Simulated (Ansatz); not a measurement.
Habitual settings against a tight run: Mg5Zn (P-6m2, 6 atoms in the cell)

Self-consistent single point.

```
Mg5Zn
1.0
    3.04962     0.00000     0.00000
   -1.52481     2.64104     0.00000
    0.00000     0.00000    15.05785
Mg Zn
5 1
Cartesian
  0.00000   0.00000  12.80354
  0.00000   0.00000   2.25431
  1.52481   0.88035  10.14026
  1.52481   0.88035   4.91759
  0.00000   0.00000   7.52892
  1.52481   0.88035   0.00000
```

Method: PBEsol, harder PAW files (source: ansatz) made with PBE (plane waves; Ansatz, a program for electronic structure).

Base settings: basis.ecutwfc = 660 eV; kpoints.mp_grid.grid = 12 12 3; hamiltonian.xc = pbesol; hamiltonian.pseudopotentials = {kind: paw, source: ansatz}; scf.occupations.method = cold; scf.occupations.width = 0.05 eV.

Tight run (finer mesh or higher cutoff; not a proven limit): basis.ecutwfc: 660 eV → 925 eV; kpoints.mp_grid.grid: 12 12 3 → 17 17 5; scf.convergence.dr2_threshold: default (1e-07 eV) → 1e-09 eV. It gave Fermi level (on the code's own zero) 7.15 eV; pressure 1.62 GPa; largest force (vector length) 0.091 eV/Å.

Quick runs, as changes from the base:
- A: the base itself
- B: basis.ecutwfc: 660 eV → 460 eV; kpoints.mp_grid.grid: 12 12 3 → 8 8 8; scf.occupations.width: 0.05 eV → 0.136 eV; scf.convergence.dr2_threshold: default (1e-07 eV) → 0.0001 eV
- C: basis.ecutwfc: 660 eV → 530 eV; kpoints.mp_grid.grid: 12 12 3 → 2 2 2

The count of work is k-points × plane waves × bands × iterations; it is no time. 

Pressures in the table are Ansatz's without its Pulay estimate, at a fixed set of plane waves; the tight run's value above holds the estimate.

The starting cell comes from a database of computed structures (which also holds hypothetical and non-ambient phases and stackings), without a prior relaxation at this level. Its lattice was rescaled by a random factor within 2.5 % of one.

| run | energy less tight (meV/atom) | pressure less tight (GPa) | largest miss in a force vector (eV/Å) | count of work / tight |
|---|---|---|---|---|
| A | 5.9 | -0.10 | 0.111 | 0.19 |
| B | 86.8 | -7.43 | 0.030 | 0.12 |
| C | 390.5 | 0.38 | 0.589 | 0.017 |

Among the runs at the tight run's level, the energy misses run from 5.9 to 390.5 meV/atom.

Left out of this page: 3 runs of the series unsound by tests on forces, stress, charge or solver warnings.

Keys are those of Ansatz 0.2.
